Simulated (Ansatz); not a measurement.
**Several settings converged on Cu3Sn (P3m1, 8 atoms in the cell)**

```yaml
crystal:
  lattice:
    - [5.53432, 0.00000, 0.00000]
    - [-2.76716, 4.79286, 0.00000]
    - [0.00000, 0.00000, 4.29405]
  atoms:
    - { symbol: Cu, position: [0.15577, 0.84423, 0.75000] }
    - { symbol: Cu, position: [0.84423, 0.15577, 0.25000] }
    - { symbol: Cu, position: [0.31154, 0.15577, 0.25000] }
    - { symbol: Cu, position: [0.68846, 0.84423, 0.75000] }
    - { symbol: Cu, position: [0.15577, 0.31154, 0.75000] }
    - { symbol: Cu, position: [0.84423, 0.68846, 0.25000] }
    - { symbol: Sn, position: [0.33333, 0.66667, 0.26164] }
    - { symbol: Sn, position: [0.66667, 0.33333, 0.75000] }
```

Base method: PBEsol, default PAW files made with PBE (plane waves; Ansatz, a program for electronic structure).

Base settings: basis.ecutwfc = 420 eV; kpoints.mp_grid.grid = 3 3 4; hamiltonian.xc = pbesol; hamiltonian.pseudopotentials = {kind: paw} (the program's default PAW files); scf.occupations.method = fermi_dirac; scf.occupations.width = 0.1 eV.

The count of work is k-points × plane waves × bands × iterations; it is no time. Core times come from one kind of shared machine, to one figure; runs under 30 s give none.

**The cutoff for other potential files**

Level: DFT, PBEsol, plane waves, harder PAW files (source: ansatz) made with PBE.

In this ladder: hamiltonian.pseudopotentials = {kind: paw, source: ansatz}.

The second cell is the first with its lattice scaled by 0.98.

The mesh stays at the base's, so the ladder's end is converged at best in this setting alone.

The first pressure column holds Ansatz's estimate of the finite-basis (Pulay) stress, which hides part of the cutoff error; the other is without it.

Only quantities that move along the ladder and can be compared are tabulated.

| basis.ecutwfc | free energy less the last step's (meV/atom) | energy of the compressed cell less the first (meV/atom) | pressure (GPa) | pressure without the Pulay estimate (GPa) | largest difference of a force vector from the last step's (eV/Å) | count of work / last | core time / last (rough) |
|---|---|---|---|---|---|---|---|
| 315 eV | 23941.39 | -126.82 | -3.11 | -1358.50 | 0.446 | 0.12 | – |
| 385 eV | 4248.73 | 59.79 | -5.52 | -314.52 | 0.110 | 0.14 | – |
| 490 eV | 239.99 | 0.32 | -2.85 | -29.69 | 0.040 | 0.21 | – |
| 595 eV | 6.11 | 3.90 | -3.01 | -4.07 | 0.000 | 0.27 | – |
| 700 eV | 0.84 | 3.98 | -3.01 | -3.01 | 0.000 | 0.35 | – |
| 840 eV | 0.69 | 3.98 | -3.01 | -3.02 | 0.000 | 0.46 | 0.5 |
| 1050 eV | 0.25 | 3.97 | -3.01 | -3.03 | 0.000 | 0.65 | 0.7 |
| 1400 eV | 0.00 | 3.97 | -3.01 | -3.02 | 0.000 | 1.0 | 1 |

Coarsest basis.ecutwfc that holds the pressure within 0.5 GPa of the last step, with all finer ones: 490 eV, at 0.21 of the last step's count of work; the step before is off by 2.5 GPa.

Coarsest basis.ecutwfc that holds the free energy within 2 meV/atom of the last step, with all finer ones: 700 eV, at 0.35 of the last step's count of work; the step before is off by 6.1 meV/atom.

Coarsest basis.ecutwfc that holds the forces within 0.005 eV/Å of the last step, with all finer ones: 595 eV, at 0.27 of the last step's count of work; the step before is off by 0.040 eV/Å.

The energy difference between the two cells stays within 1 meV/atom of the last step's from 595 eV on, the total only from 700 eV on: much of the error is common to both cells and cancels.

At the lowest cutoff the pressure without the Pulay estimate lies 1360 GPa under the last step's, the usual sign of Pulay stress in an incomplete plane-wave basis.

**The density cutoff**

The second cell is the first with its lattice scaled by 0.98.

The mesh stays at the base's, so the ladder's end is converged at best in this setting alone.

Only quantities that move along the ladder and can be compared are tabulated.

| basis.ecutrho_ratio | free energy less the last step's (meV/atom) | energy of the compressed cell less the first (meV/atom) | pressure (GPa) | largest difference of a force vector from the last step's (eV/Å) |
|---|---|---|---|---|
| 2 | -12.24 | 3.59 | -2.13 | 0.016 |
| 3 | -0.23 | 3.98 | -2.99 | 0.000 |
| 4 | 0.00 | 3.99 | -3.01 | 0.000 |
| 5 | 0.00 | 3.99 | -3.01 | 0.000 |
| 6 | 0.00 | 3.99 | -3.01 | 0.000 |
| 8 | 0.00 | 3.99 | -3.01 | 0.000 |
| 10 | 0.00 | 3.99 | -3.01 | 0.000 |
| 12 | 0.00 | 3.99 | -3.01 | 0.000 |
| 16 | 0.00 | 3.99 | -3.01 | 0.000 |

Coarsest basis.ecutrho_ratio that holds the free energy within 5 meV/atom of the last step, with all finer ones: 3; the step before is off by 12 meV/atom.

Coarsest basis.ecutrho_ratio that holds the energy of the compressed cell less the first within 0.2 meV/atom of the last step, with all finer ones: 3; the step before is off by 0.40 meV/atom.

Coarsest basis.ecutrho_ratio that holds the pressure within 0.05 GPa of the last step, with all finer ones: 3; the step before is off by 0.88 GPa.

The energy difference between the two cells stays within 1 meV/atom of the last step's from 2 on, the total only from 3 on: much of the error is common to both cells and cancels.

**The relaxed cell against the cutoff**

On Cu3Sn (P6_3/mmc, 8 atoms in the cell): atoms on their sites.

In this ladder: relax = cell and atoms.

The mesh stays at the base's, so the ladder's end is converged at best in this setting alone.

Only quantities that move along the ladder and can be compared are tabulated.

```tsv
basis.ecutwfc	relaxed volume (Å³/atom)	relaxation steps	core time / last (rough)
295 eV	14.014	81	3
355 eV	13.908	8	0.4
420 eV	13.887	7	0.4
505 eV	13.886	7	0.5
630 eV	13.884	7	0.7
840 eV	13.884	7	1
```

Coarsest basis.ecutwfc that holds the relaxed volume within 0.069 Å³/atom of the last step, with all finer ones: 355 eV, at about 0.4 of the last step's time; the step before is off by 0.13 Å³/atom.

At the lowest cutoff the cell relaxes to a volume 0.9 % larger than at the highest. Ansatz relaxes on a stress corrected for the finite basis.

On the base run: the starting cell comes from a database of computed structures (which also holds hypothetical and non-ambient phases and stackings), without a prior relaxation at this level. Its lattice was rescaled by up to half a per cent. One atom was moved a little off its site on purpose. Spin polarisation is off. Without a gap this mesh is coarse (it stands for a supercell whose shortest vector is 17 Å).

Left out of this page: 1 run of the series failed or unconverged; 1 run of the series stopped by limits of time or memory.

Keys are those of Ansatz 0.2.
